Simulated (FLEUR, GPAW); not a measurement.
A GPAW input for a self-consistent single point of BP (P6_3mc, 4 atoms in the cell) (DFT PBEsol, plane waves, GPAW PAW datasets PBEsol (made by gpaw-setup)):

```python
from ase import Atoms
from ase.units import GPa
from gpaw import GPAW

atoms = Atoms(['B', 'B', 'P', 'P'],
              cell=[[3.188320, 0.000000, 0.000000],
                    [-1.594160, 2.761166, 0.000000],
                    [0.000000, 0.000000, 5.290070]],
              scaled_positions=[[0.666667, 0.333333, 0.500410],
                                [0.333333, 0.666667, 0.000410],
                                [0.666667, 0.333333, 0.874590],
                                [0.333333, 0.666667, 0.374590]],
              pbc=True)

calc = GPAW(mode={'name': 'pw', 'ecut': 900},
            xc='PBEsol',
            kpts={'size': (10, 10, 5), 'gamma': True},
            occupations={'name': 'fixed-uniform'},
            nbands=-6,
            convergence={'density': 1e-05, 'bands': -4},
            symmetry={'symmorphic': False, 'tolerance': 0.0005},
            maxiter=150)

atoms.calc = calc

energy = atoms.get_potential_energy()
print('Energy (eV):', round(energy, 6))
forces = atoms.get_forces()
print('Forces (eV/Ang):')
print(forces.round(5))
stress = atoms.get_stress()
print('Stress (GPa, Voigt):', (stress / GPa).round(4))
```

Task: Write the same calculation as an input for FLEUR.

Result: This is the input that was run; spellings and numerical settings could be chosen otherwise.

Input of the input generator:

```
scf BP
&input film=f /
1.0000000000 0.0000000048 0.0000000000
-0.5000000042 0.8660254014 0.0000000000
0.0000000000 0.0000000000 1.6592030005
6.0250514718
1.0 1.0 1.0

4
5 0.6666666667 0.3333333333 0.5004100000
5 0.3333333333 0.6666666667 0.0004100000
15 0.6666666667 0.3333333333 0.8745900000
15 0.3333333333 0.6666666667 0.3745900000

&comp jspins=1 /
&exco xctyp='PBEs' /
&kpt div1=10 div2=10 div3=5 gamma=t /
&end /
```

```xml
<?xml version="1.0" encoding="UTF-8" standalone="no"?>
<fleurInput fleurInputVersion="0.39">
   <comment>
      scf BP                                                                                              
   </comment>
   <calculationSetup>
      <cutoffs Kmax="4.3" Gmax="17.2" GmaxXC="17.2" numbands="0"/>
      <scfLoop itmax="80" minDistance="0.00001" maxIterBroyd="15" imix="Anderson" alpha="0.05" precondParam="0.0" spinf="2.0"/>
      <coreElectrons ctail="T" frcor="F" kcrel="0" coretail_lmax="0"/>
      <xcFunctional name="PBEs" relativisticCorrections="F"/>
      <magnetism jspins="1"/>
      <soc l_soc="F" theta="0.0" phi="0.0" spav="F"/>
      <expertModes spex="0" secvar="F"/>
      <geometryOptimization l_f="T" forcealpha="1.0" forcemix="BFGS" epsdisp="0.00001" epsforce="0.00001"/>
      <ldaU l_linMix="F" mixParam="0.05" spinf="1.0"/>
   </calculationSetup>
   <cell>
      <bzIntegration valenceElectrons="16.0" mode="hist" fermiSmearingEnergy="0.0001">
         <kPointListSelection listName="default-1"/>
         <!-- k-points included here -->
         <xi:include xmlns:xi="http://www.w3.org/2001/XInclude" href="kpts.xml"> </xi:include>
      </bzIntegration>
      <!-- symmetry operations included here -->
      <xi:include xmlns:xi="http://www.w3.org/2001/XInclude" href="sym.xml"> </xi:include>
      <bulkLattice scale="1.0">
         <bravaisMatrix>
            <row-1>    6.0250514718000003     0.0000000289202471     0.0000000000000000</row-1>
            <row-2>   -3.0125257612052163     5.2178476193212555     0.0000000000000000</row-2>
            <row-3>    0.0000000000000000     0.0000000000000000     9.9967834801775020</row-3>
         </bravaisMatrix>
      </bulkLattice>
   </cell>
   <atomSpecies>
      <species name="Boron (B)" element="B" atomicNumber="5">
         <mtSphere radius="1.60" gridPoints="553" logIncrement="0.018"/>
         <atomicCutoffs lmax="6" lnonsphr="4"/>
         <electronConfig flipSpins="F">
            <coreConfig>(1s1/2)</coreConfig>
            <valenceConfig>(2s1/2) (2p1/2) (2p3/2)</valenceConfig>
            <stateOccupation state="(2p1/2)" spinUp="0.1666666666667" spinDown="0.1666666666667"/>
            <stateOccupation state="(2p3/2)" spinUp="0.3333333333333" spinDown="0.3333333333333"/>
         </electronConfig>
         <energyParameters s="2" p="2" d="3" f="4"/>
      </species>
      <species name="Phosphorous (P)" element="P" atomicNumber="15">
         <mtSphere radius="1.85" gridPoints="639" logIncrement="0.018"/>
         <atomicCutoffs lmax="8" lnonsphr="6"/>
         <electronConfig flipSpins="F">
            <coreConfig>(1s1/2) (2s1/2) (2p1/2) (2p3/2)</coreConfig>
            <valenceConfig>(3s1/2) (3p1/2) (3p3/2)</valenceConfig>
            <stateOccupation state="(3p1/2)" spinUp="0.5" spinDown="0.5"/>
            <stateOccupation state="(3p3/2)" spinUp="1.0" spinDown="1.0"/>
         </electronConfig>
         <energyParameters s="3" p="3" d="3" f="4"/>
      </species>
   </atomSpecies>
   <atomGroups>
      <atomGroup species="Boron (B)">
         <relPos label="                   1">-1.000/3.000 1.000/3.000 -.4995900000</relPos>
         <relPos label="                   2">1.000/3.000 -1.000/3.000 .0004100000</relPos>
         <force calculate="T" relaxXYZ="TTT"/>
      </atomGroup>
      <atomGroup species="Phosphorous (P)">
         <relPos label="                   3">-1.000/3.000 1.000/3.000 -.1254100000</relPos>
         <relPos label="                   4">1.000/3.000 -1.000/3.000 .3745900000</relPos>
         <force calculate="T" relaxXYZ="TTT"/>
      </atomGroup>
   </atomGroups>
   <output dos="F" band="F" slice="F">
      <checks vchk="F" cdinf="F"/>
      <bandDOS minEnergy="-.5*Htr" maxEnergy="0.5*Htr" sigma="0.015" storeEVData="T"/>
      <vacuumDOS vacdos="F" integ="F" star="F" nstars="0" locx1="0.0" locy1="0.0" locx2="0.0" locy2="0.0" nstm="0" tworkf="0.0"/>
      <unfoldingBand unfoldBand="F" supercellX="1" supercellY="1" supercellZ="1"/>
      <plotting iplot="0" polar="F">
         <plot TwoD="T" vec1="  1.0  0.0  0.0" vec2="  0.0  1.0  0.0" vec3="  0.0  0.0  1.0" zero="  0.0  0.0  0.0" file="plot"/>
      </plotting>
      <chargeDensitySlicing numkpt="0" minEigenval="0.0" maxEigenval="0.0" nnne="0" pallst="F"/>
      <specialOutput eonly="F"/>
      <magneticCircularDichroism mcd="F" energyLo="-10.0" energyUp="0.0"/>
   </output>
  <!-- We include the file relax.xml here to enable relaxations (see documentation) -->
  <xi:include xmlns:xi="http://www.w3.org/2001/XInclude" href="relax.xml"> <xi:fallback/> </xi:include>
</fleurInput>
```

Basis, cutoffs, solver keys and any potentials are the target program's own. This input uses DFT, PBEsol, all-electron FLAPW (FLEUR), scalar-relativistic valence. Both were run: largest force 0.006 eV/Å in GPAW and 0.005 in FLEUR; gap on the mesh 1.011 eV in GPAW and 1.016 in FLEUR.

On FLEUR: the starting cell comes from a database of computed structures (which also holds hypothetical and non-ambient phases and stackings), without a prior relaxation at this level. Values depend on the basis (sphere radii, cutoffs, local orbitals), which need not be converged.

On GPAW: the starting cell comes from a database of computed structures (which also holds hypothetical and non-ambient phases and stackings), without a prior relaxation at this level.
